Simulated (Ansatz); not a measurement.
An Ansatz (an electronic-structure program) run: GaN with a change (uniaxial strain ε_zz = +2.00 %); Ansatz PBEsol, without spin-orbit coupling.

Input:

Ansatz 0.2 input:
```yaml
crystal:
  lattice:
    - [0, 2.2490377694, 2.2940185248]
    - [2.2490377694, 0, 2.2940185248]
    - [2.2490377694, 2.2490377694, 0]
  atoms:
    - { symbol: Ga, position: [0, 0, 0] }
    - { symbol: N, position: [0.25, 0.25, 0.25] }
basis: { ecutwfc: 420, ecutrho_ratio: 4, xc_grid: 2, fft_grid_basis: typed }
kpoints: { mp_grid: { grid: [13, 13, 13] } }
hamiltonian:
  xc: pbesol
  dispersion: none
  pseudopotentials: { kind: paw }
scf: { occupations: { method: fermi_dirac, width: 0.05 }, convergence: { dr2_threshold: 0.0000000002 } }
relax: { f_tol: 0.005, max_steps: 50 }
output: { forces: true, stress: true }
checkpoint: { write: state.ck, write_every: 1000 }
```

Output:

```
Relaxation: its limit of steps is 50 (relax.max_steps)
WARN ansatz: RAYON_NUM_THREADS=1 ignored (pool sized by the plan → 1); use --threads N
Pseudopotentials: kind: paw
Pseudopotential: Ga, paw, valence charge 13
Pseudopotential: N, paw, valence charge 5
Functional definition: PBEsol
Crystal: 2 atoms, lattice volume = 23.207 Å³
Basis set: ecut = 420 eV, 459 PW (Γ), exchange–correlation on 48×48×48 points (8 copies of the dense FFT grid, shifted against one another)
Bands: 13, of which v1, the nominal top of the filled ones, is band 9 counted from 1 (8 counted from 0)
Symmetry: 8 space group operations
Space group: I-4m2 (ITA 119), of the structure as read, at distance tolerance 2.9e-5 Å
k-points: 196 of 2197 (time reversal used)
PAW frozen core: Ga, regenerated for the run's functional, and the local potential with it
PAW frozen core: N, regenerated for the run's functional, and the local potential with it
Initial density: superposition of atomic densities (neutral atoms: chi_scale 0, normalization atom), corrected by the library's trained network
Initial wavefunctions: pseudopotential atomic-orbital guess
Eigensolver: davidson
Functional: x = pbesol(κ = 0.804, μ = 0.12345679012345678), c = pbesol(β = 0.046)
SCF iter   1: F=—  HF=-4122.837417 eV  |F-HF|=—  |Δ(HF+E_count)|=         —  Δρ=1.23e-2  dr2=3.48e-2  ethr=1.77e-3  ⟨swp⟩=5.0  Hψ=13311  notcnv=0
all-band conjugate gradients solve this SCF's bands
preconditioner: auto → none
SCF iter   2: F=—  HF=-4122.828756 eV  |F-HF|=—  |Δ(HF+E_count)|=   8.66e-3  Δρ=4.12e-3  dr2=4.51e-3  ethr=1.94e-4  ⟨swp⟩=2.0  Hψ=4875  notcnv=0
SCF iter   3: F=—  HF=-4122.827641 eV  |F-HF|=—  |Δ(HF+E_count)|=   1.12e-3  Δρ=1.03e-3  dr2=1.03e-4  ethr=2.50e-5  ⟨swp⟩=2.5  Hψ=4376  notcnv=0
SCF iter   4: F=—  HF=-4122.827554 eV  |F-HF|=—  |Δ(HF+E_count)|=   8.76e-5  Δρ=3.25e-4  dr2=8.27e-6  ethr=5.74e-7  ⟨swp⟩=2.1  Hψ=3991  notcnv=0
SCF iter   5: F=—  HF=-4122.827556 eV  |F-HF|=—  |Δ(HF+E_count)|=   1.95e-6  Δρ=2.67e-5  dr2=1.15e-7  ethr=4.59e-8  ⟨swp⟩=2.0  Hψ=4096  notcnv=0
SCF iter   6: F=—  HF=-4122.827557 eV  |F-HF|=—  |Δ(HF+E_count)|=   1.35e-6  Δρ=3.76e-6  dr2=1.30e-9  ethr=6.37e-10  ⟨swp⟩=2.0  Hψ=3133  notcnv=0
SCF iter   7: F=-4122.827557 eV  HF=-4122.827557 eV  |F-HF|=3.64e-12  |Δ(HF+E_count)|=  7.82e-10  Δρ=1.66e-7  dr2=3.96e-12  ethr=1.11e-12  ⟨swp⟩=4.0  Hψ=8624  notcnv=0
SCF 1 converged in 7 iterations: F = -4122.827557 eV  dr2 = 3.96e-12
relax step   1: F+E_penalty+E_count = -4122.82755686 eV  Δ(F+E_penalty+E_count) = +0.000e0 eV  max|allowed force component| = 1.110e-16 eV/Å  Δτ_max = 0.0000 Å  (7 SCF iters, accepted)
the relaxation is at rest under the 8 symmetry operations that the run kept from its start: a minimum is not shown …
SCF converged after 7 iterations
Free energy (F): -4122.827557 eV
Harris-Foulkes:  -4122.827557 eV  (|F-HF|=3.64e-12)
Internal energy: -4122.827557 eV  (E = F + TS)
E sigma→0 (E₀):  -4122.827557 eV
Fermi energy:    10.154369 eV
--- Per-component energies (eV) ---
  E_band       = -11.557143
  E_kinetic    = 245.841917
  E_local      = -1960.660801  (includes V_loc(G=0)·N_el)
  E_nonlocal   = 475.368627
  E_hartree    = 899.231247
  E_xc         = -127.388789
  E_vxc        = -133.467082  (∫ρ·V_xc dr)
  E_paw        = -2075.927089  (= ΣΔE_a)
  E_vpaw       = -437.102349  (= ΣTr[D̂ρ^β])
  E_aug_tail   = 0.000068  (compensation charges beyond the density's cutoff)
  E_ewald      = -1580.183813
  E_core_change = 0.891077  (= ΣΔE_core)
  E_smearing   = -0.000000  (= −TS)
  E_closure    = -0.000000  (closes the sum)
  Σ components = -4122.827557   (vs F -4122.827557, Δ=0.00e0)
  [band-id]    e_kinetic+e_local+e_nonlocal+2·e_hartree+e_vxc+e_vpaw+e_augmentation_tail = -11.557126   (vs E_band -11.557143, Δ=1.62e-5)
--- Forces (eV/Å), atoms counted from 1 ---
  atom   1  Ga     0.00000000    -0.00000000     0.00000000
  atom   2  N     -0.00000000     0.00000000     0.00000000
  max |Σ_I F_I| component: 2.78e-17 eV/Å
--- Stress (GPa, compression-positive) ---
       -2.730084      -0.000000       0.000000
       -0.000000      -2.730084       0.000000
        0.000000       0.000000      -5.318346
  P = ⅓ Tr σ = -3.5928 GPa (-35.928 kbar)
  The stress holds the Pulay correction. Without it, at fixed plane waves, as pw.x and ABINIT print it: P = -4.1086 GPa
  The stress includes an estimate of the error left by incomplete SCF convergence (largest component -0.0001 GPa).
--- Band table ---
  band table: none
--- Relaxed structure (1 steps of the walk, 1 accepted, 0 SCFs on fresh bases) ---
  F+E_penalty+E_count = -4122.82755686 eV   max|allowed force component| = 1.110e-16 eV/Å
  atoms:
    - { symbol: Ga, position: [0.0, 0.0, 0.0] }
    - { symbol: N, position: [0.25, 0.25, 0.25] }
```

Stability against distortions was not tested. The cell was made from GaN in the zinc blende structure (space group F-43m, No. 216) by this change: uniaxial strain ε_zz = +2.00 %. This is not the structure that GaN has at room temperature and ambient pressure.
